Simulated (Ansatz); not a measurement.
What Cl on a Li site (antisite), symmetric start does to LiCl

The parent structure is a 16-atom supercell of LiCl in the rock salt structure (space group Fm-3m, No. 225; a = 5.150 Å) at its relaxed geometry.

The change: one Li atom is replaced by Cl, atoms relaxed at fixed cell.

Method: Kohn–Sham DFT with the PBE functional, run in Ansatz (a program for electronic structure) with PAW and 420 eV plane waves, no SOC. Γ-centred 4×4×4 mesh, Fermi–Dirac width 0.01 eV.

```tsv
quantity	base	changed	shift
energy gained by relaxation	–	0.84 eV	–
largest displacement of a host atom from its site in the perfect cell	–	0.19 Å	–
mean distance from the defect site to its nearest host atoms	2.58 Å	2.76 Å	+0.188 Å
```

Final structure:

```yaml
crystal:
  lattice:
    - [0.00000, 5.15039, 5.15039]
    - [5.15039, 0.00000, 5.15039]
    - [5.15039, 5.15039, 0.00000]
  atoms:
    - { symbol: Cl, position: [0.00000, 0.00000, 0.00000] }
    - { symbol: Cl, position: [0.98178, 0.98178, 0.51822] }
    - { symbol: Cl, position: [0.98178, 0.51822, 0.98178] }
    - { symbol: Cl, position: [0.98178, 0.51822, 0.51822] }
    - { symbol: Cl, position: [0.51822, 0.98178, 0.98178] }
    - { symbol: Cl, position: [0.51822, 0.98178, 0.51822] }
    - { symbol: Cl, position: [0.51822, 0.51822, 0.98178] }
    - { symbol: Cl, position: [0.50000, 0.50000, 0.50000] }
    - { symbol: Cl, position: [0.25000, 0.25000, 0.25000] }
    - { symbol: Li, position: [0.25000, 0.25000, 0.75000] }
    - { symbol: Li, position: [0.25000, 0.75000, 0.25000] }
    - { symbol: Li, position: [0.25000, 0.75000, 0.75000] }
    - { symbol: Li, position: [0.75000, 0.25000, 0.25000] }
    - { symbol: Li, position: [0.75000, 0.25000, 0.75000] }
    - { symbol: Li, position: [0.75000, 0.75000, 0.25000] }
    - { symbol: Li, position: [0.75000, 0.75000, 0.75000] }
```

Cost of the whole job for the changed cell (relaxation, final SCF and bands): about 70 core-seconds (a rough figure).

The magnetic state is the one reached from the starting moments; the real material's order can differ, and small cells can't hold many antiferromagnetic ones. The cell is small, so the values are those of an ordered compound at a high defect concentration; dilute-limit values will differ. A case with no gap was solved on a k-mesh chosen for an insulator, which is coarse for it. The defect started on the symmetric site and kept its symmetry, so it may sit on a saddle. The defect cell is spin-polarised and ends with 2.0 μB.
